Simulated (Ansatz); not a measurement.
The reference is W in the bcc (W type) structure (space group Im-3m, No. 229; a = 3.184 Å; relaxed with 0.1 eV smearing).

Calculations: DFT with PBE, PAW potentials and a 420 eV plane-wave cutoff in Ansatz (an electronic-structure program), no SOC.

Base values:

Pressure: 0.0 GPa
Band gap: zero

Now apply this change: the cell is scaled by 0.9746 in all directions; the atoms relax in the strained cell.

Problem. How does this affect the pressure, energy relative to the base and band gap?

Solution. The pressure goes from zero to 27.4 GPa; the energy rises by 96 meV/atom; the band gap stays zero.

No phonon test of stability was made. The final runs are not spin-polarised.
